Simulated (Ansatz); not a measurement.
Consider BN in the wurtzite structure (space group P6_3mc, No. 186; a = 2.541 Å, c = 4.203 Å). Axes: x lies along a and z along c of the hexagonal cell.

All numbers come from DFT with PBEsol, PAW potentials and a 420 eV plane-wave cutoff in Ansatz (a quantum-chemistry and plane-wave program), no SOC.

For the base:

```
Item                                  Value
---------------------  --------------------
Valence-band top at Γ  0.00, 0.00, -0.28 eV
Pressure                           0.00 GPa
Band gap                            4.96 eV
```

Modification: tensor shear ε_xz = +0.33 % (engineering shear γ = 0.0066); the atoms relax in the strained cell.

### Question
What happens to the valence-band top at Γ?

### Answer
The valence-band top at Γ (three highest levels, from the VBM) becomes 0.00, 0.00, -0.29 eV (base: 0.00, 0.00, -0.28 eV).

### Question
Predict the new pressure.

### Answer
The pressure (mean of the normal stresses, compression positive) remains 0.00 GPa.

### Question
What happens to the band gap?

### Answer
The band gap is still 4.96 eV.

### Question
Estimate the effect on the energy relative to the base.

### Answer
The energy stays essentially unchanged.

Whether these cells are dynamically stable was not tested.
